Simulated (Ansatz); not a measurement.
How far PBE and PBEsol part for hypothetical zinc blende YAs, pressure 30 GPa

The parent structure is YAs in the zinc blende structure (space group F-43m, No. 216; a = 6.471 Å; a hypothetical phase, not in the database extracts checked).

(Cell as relaxed with PBE.)

Levels (all Ansatz, a program for electronic structure, PAW): PBE (420 eV, no spin-orbit coupling); PBEsol (420 eV, spin-orbit coupling left out).

Each level relaxes its own structure.

| base | PBE | PBEsol |
|---|---|---|
| volume per atom | 33.86 Å³ | 32.63 Å³ |
| lattice parameter a | 6.471 Å | 6.391 Å |
| band gap | 1.59 eV | 1.48 eV |

Perturbation: cell and atoms relaxed at a pressure of 30 GPa.

```json
[
 {"quantity": "band gap", "PBE": "1.07 eV", "PBEsol": "0.94 eV"},
 {"quantity": "shortest interatomic distance", "PBE": "2.511 Å", "PBEsol": "2.491 Å"},
 {"quantity": "shift of the gap caused by the change", "PBE": "-0.52 eV", "PBEsol": "-0.54 eV"}
]
```

PBE's band gap lies 0.13 eV above PBEsol's; PBE's shortest interatomic distance lies 0.020 Å above PBEsol's (0.8 %); PBE's shift of the gap caused by the change lies 0.026 eV above PBEsol's. Neither level is exact; PBEsol is the comparison here, not a measurement.

Load acts through the strain it causes; cell and atoms are relaxed under it. No phonon test of stability was made. Competing high-pressure phases were not computed.
